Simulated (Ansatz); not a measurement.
Electronic density of states of amorphous Si30N45Nb3, density 3.27 g/cm³, on a 2×2×2 Γ-centred mesh with a Gaussian width of 0.1 eV; energies count from the Fermi level, whose place inside the gap is arbitrary. Cell and mesh are small, so fine structure isn't converged. Method: PBE, scalar-relativistic without spin-orbit coupling (plane waves to 420 eV, PAW; Ansatz, a quantum-chemistry and plane-wave program). Sampling: a 2×2×2 Γ-centred mesh; Fermi-Dirac width 0.01 eV; collinear spin, started from moments on atoms (at the end a net moment of 0.0 μB, with unpaired spins of both signs, a broken-symmetry state; no other order was tried). In the spin-polarised cell the level spacing at the Fermi energy can part levels of unlike spin. At PBE the levels at both edges of the gap are localised (band-tail or defect states), and the nearest spread-out levels lie 2.5 eV apart at the zone centre.

The cell was made by melting and quenching with the CHGNet potential and then relaxed with DFT. N atoms were pushed apart under 1.9 Å during the dynamics, to hinder bonds among them. The hot cell started wider than the set density and was brought back towards it in steps. It is the lowest in DFT energy of 2 quenches. It is a model cell: composition and starting density were chosen by hand, and all elements were melted together. No dispersion term was used. Its density started from a set value of 3.27 and ended at 3.27 g/cm³. Cooling (nominally 450 K/ps over its main leg) ran many orders faster than in experiment, which tends to leave more defects and strain. One small periodic cell is one sample of the glass; other quenches scatter about these values. The volume was held where the preparation left it and the shape relaxed, at a PBE pressure of -0.7 GPa (tension). Stress components on the final sampling reach 0.7 GPa. On a 2×2×2 Γ-centred mesh force components of up to 0.14 eV/Å stay, since the relaxation ran on the zone centre alone.

(E - EF (eV), states/(eV atom)): (-12.00, 0.00); (-11.90, 0.00); (-11.80, 0.00); (-11.70, 0.00); (-11.60, 0.04); (-11.50, 0.13); (-11.40, 0.08); (-11.30, 0.03); (-11.20, 0.09); (-11.10, 0.13); (-11.00, 0.14); (-10.90, 0.15); (-10.80, 0.15); (-10.70, 0.16); (-10.60, 0.16); (-10.50, 0.19); (-10.40, 0.20); (-10.30, 0.22); (-10.20, 0.24); (-10.10, 0.23); (-10.00, 0.21); (-9.90, 0.21); (-9.80, 0.21); (-9.70, 0.27); (-9.60, 0.26); (-9.50, 0.21); (-9.40, 0.22); (-9.30, 0.20); (-9.20, 0.19); (-9.10, 0.26); (-9.00, 0.29); (-8.90, 0.25); (-8.80, 0.21); (-8.70, 0.21); (-8.60, 0.23); (-8.50, 0.25); (-8.40, 0.26); (-8.30, 0.30); (-8.20, 0.30); (-8.10, 0.31); (-8.00, 0.30); (-7.90, 0.33); (-7.80, 0.37); (-7.70, 0.35); (-7.60, 0.34); (-7.50, 0.35); (-7.40, 0.35); (-7.30, 0.36); (-7.20, 0.35); (-7.10, 0.39); (-7.00, 0.42); (-6.90, 0.40); (-6.80, 0.45); (-6.70, 0.45); (-6.60, 0.45); (-6.50, 0.50); (-6.40, 0.51); (-6.30, 0.45); (-6.20, 0.41); (-6.10, 0.43); (-6.00, 0.45); (-5.90, 0.44); (-5.80, 0.46); (-5.70, 0.44); (-5.60, 0.47); (-5.50, 0.47); (-5.40, 0.47); (-5.30, 0.44); (-5.20, 0.44); (-5.10, 0.52); (-5.00, 0.56); (-4.90, 0.53); (-4.80, 0.44); (-4.70, 0.45); (-4.60, 0.48); (-4.50, 0.43); (-4.40, 0.40); (-4.30, 0.40); (-4.20, 0.44); (-4.10, 0.40); (-4.00, 0.42); (-3.90, 0.44); (-3.80, 0.44); (-3.70, 0.45); (-3.60, 0.51); (-3.50, 0.50); (-3.40, 0.45); (-3.30, 0.45); (-3.20, 0.46); (-3.10, 0.43); (-3.00, 0.46); (-2.90, 0.50); (-2.80, 0.46); (-2.70, 0.46); (-2.60, 0.46); (-2.50, 0.43); (-2.40, 0.40); (-2.30, 0.42); (-2.20, 0.39); (-2.10, 0.32); (-2.00, 0.28); (-1.90, 0.28); (-1.80, 0.18); (-1.70, 0.13); (-1.60, 0.11); (-1.50, 0.03); (-1.40, 0.00); (-1.30, 0.00); (-1.20, 0.00); (-1.10, 0.02); (-1.00, 0.11); (-0.90, 0.11); (-0.80, 0.02); (-0.70, 0.02); (-0.60, 0.10); (-0.50, 0.13); (-0.40, 0.12); (-0.30, 0.11); (-0.20, 0.03); (-0.10, 0.00); (0.00, 0.00); (0.10, 0.00); (0.20, 0.02); (0.30, 0.07); (0.40, 0.09); (0.50, 0.16); (0.60, 0.18); (0.70, 0.17); (0.80, 0.15); (0.90, 0.15); (1.00, 0.17); (1.10, 0.11); (1.20, 0.06); (1.30, 0.13); (1.40, 0.16); (1.50, 0.13); (1.60, 0.11); (1.70, 0.21); (1.80, 0.19); (1.90, 0.12); (2.00, 0.14); (2.10, 0.21); (2.20, 0.20); (2.30, 0.19); (2.40, 0.22); (2.50, 0.22); (2.60, 0.23); (2.70, 0.23); (2.80, 0.25); (2.90, 0.29); (3.00, 0.33); (3.10, 0.34); (3.20, 0.35); (3.30, 0.34); (3.40, 0.32); (3.50, 0.36); (3.60, 0.38); (3.70, 0.36)

The level spacing at the Fermi energy on this mesh is 0.62 eV; the broadening fills part of it in the curve.
